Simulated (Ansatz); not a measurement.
Consider the following.

```
InP
1.0
    0.00000     2.89441     2.89441
    2.89441     0.00000     2.89441
    2.89441     2.89441     0.00000
In P
1 1
Direct
  0.00000   0.00000   0.00000
  0.25000   0.25000   0.25000
```

No spin polarisation.

Method: Kohn–Sham DFT with the r2SCAN functional, run in Ansatz (a quantum-chemistry and plane-wave program) with PAW and 500 eV plane waves, no spin-orbit coupling. Settings: 10×10×10 k-points, 0.05 eV Fermi–Dirac smearing.

Task: What is the computed band gap?

Result: 1.38 eV.

Task: Estimate the gap character.

Result: Direct at Γ.

Task: What is the computed electron mass?

Result: 0.094 mₑ (at Γ).

Task: What width of the top valence band does the calculation give?

Result: 3.18 eV.

The cells carry an imposed strain or load. Masses are band curvatures over ±0.01 Å⁻¹ around the edge. Whether these cells are dynamically stable was not tested. The cell was made from InP in the zinc blende structure (space group F-43m, No. 216) by this change: isotropic strain −2.00 %.
